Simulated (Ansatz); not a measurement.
Amorphous Si30N41Ga, 72 atoms at 3.04 g/cm³, one PBE-relaxed geometry, zone centre. Methods: PBE, scalar-relativistic without spin-orbit coupling (Ansatz, a program for electronic structure); r2SCAN, scalar-relativistic without spin-orbit coupling (Ansatz); HSE06, scalar-relativistic without spin-orbit coupling (Ansatz). Plane waves to 420 eV (r2SCAN 500 eV); exact exchange is cut at the cell's faces. At PBE the levels at both edges of the gap are localised (band-tail or defect states), and the nearest spread-out levels lie 3.3 eV apart at the zone centre. The higher rungs were started with moments on some atoms, which died out.

It comes from a melt-quench run on a machine-learned potential (CHGNet), relaxed afterwards by DFT. N atoms were pushed apart under 1.9 Å during the dynamics, to hinder bonds among them. The hot cell started wider than the set density and was brought back towards it in steps. It is the lowest in DFT energy of 2 quenches. It is a model cell: composition and starting density were chosen by hand, and all elements were melted together. No dispersion term was used. Its density started from a set value of 3.04 and ended at 3.04 g/cm³. Cooling (nominally 300 K/ps over its main leg) ran many orders faster than in experiment, which tends to leave more defects and strain. A cell of this size samples the disorder only roughly. The volume was held where the preparation left it and the shape relaxed, at a PBE pressure of 3.3 GPa. Stress components on the final sampling reach 3.4 GPa.

The relaxation ran on the zone centre alone. At PBE the gap between localised states is 1.83 eV on a 2×2×2 Γ-centred mesh, and the spacing at the zone centre alone 1.83 eV.

Task: What zone-centre spacing does r2SCAN give, roughly?

Result: 2.15 eV (+0.32 eV against PBE).

Task: What zone-centre spacing does HSE06 give, roughly?

Result: 3.08 eV (+1.25 eV against PBE).

The highest filled and the lowest empty state spread over these numbers of atoms (participation numbers): PBE: 6.2 and 6.9; r2SCAN: 6.0 and 6.4; HSE06: 6.2 and 6.4.
